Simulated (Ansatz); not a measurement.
Consider SnO₂ in the rutile structure (space group P4_2/mnm, No. 136; a = 4.722 Å, c = 3.190 Å). Axes: x, y, z lie along a, b, c of the conventional cell.

All numbers come from LDA (Ansatz, an electronic-structure program, PAW, scalar-relativistic without spin-orbit coupling).

Base values:

```
Quantity                               Value
---------------------  ---------------------
Band gap                             1.16 eV
Valence-band top at Γ  0.00, -0.80, -0.80 eV
```

It is then changed as follows: the cell is compressed by 1.80 % along x with no lateral relaxation; the atoms relax in the strained cell.

Predict the new energy relative to the base, band gap and valence-band top at Γ.

The energy goes up by 3.0 meV/atom; the band gap rises by 0.194 eV (1.16 eV → 1.36 eV); the valence-band top at Γ (three highest levels, from the VBM) goes from 0.00, -0.80, -0.80 eV to 0.00, -0.75, -0.83 eV.

Gaps are read on the SCF mesh and a high-symmetry path. Whether these cells are dynamically stable was not tested.
